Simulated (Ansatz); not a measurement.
Start from a 15-atom supercell of WSi2 (space group I4/mmm, No. 139; a = 3.203 Å, c = 7.816 Å) at its relaxed geometry.

Computed with Ansatz (an electronic-structure program), PBEsol, PAW, cutoff 420 eV, no SOC.

Base values:

```
Item        Value
--------  -------
Pressure  0.0 GPa
```

Modification: one Si atom is added in an open site, starting 1.73 Å from the nearest host atom, atoms relaxed at fixed cell, starting from a slightly rattled geometry.

Problem. Predict the new pressure.

Solution. The pressure goes from zero to 25.1 GPa.

Problem. Predict the new final site of the added atom.

Solution. The final site of the added atom is 4 Si at 2.15 Å and 4 W at 2.52 Å.

Problem. How does this affect the largest displacement of a host atom from its site in the perfect cell?

Solution. The largest displacement of a host atom from its site in the perfect cell comes out as 0.45 Å.

The cell is small, so the values are those of an ordered compound at a high defect concentration; dilute-limit values will differ. The final runs are not spin-polarised. The defect cell is not spin-polarised.
